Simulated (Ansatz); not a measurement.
The parent structure is Cu in the fcc (Cu type) structure (space group Fm-3m, No. 225; a = 3.518 Å; relaxed with 0.1 eV smearing). Axes: x, y, z lie along the cube axes.

Level of theory: LDA (Ansatz, a program for electronic structure), no spin-orbit coupling.

One thing is altered: the cell is scaled by 1.0250 in all directions, atoms relaxed at fixed cell.

### Question
Predict the stress tensor and what it implies for the stiffness.

### Answer
Stress of the strained cell less that of the base (GPa, compression positive):
```
  -11.6     0.0     0.0
    0.0   -11.6     0.0
    0.0     0.0   -11.6
```

Then B = −ΔP/(ΔV/V₀) with ΔV/V₀ = 0.0769 gives secant stiffness values (nonlinear terms included at this strain): B ≈ 151 GPa.

As a check, the harmonic strain energy −½ V₀ Δσ:ε is 30 meV/atom; the computed energy rise is 33 meV/atom.

Stability against distortions was not tested. All final runs are without spin polarisation.
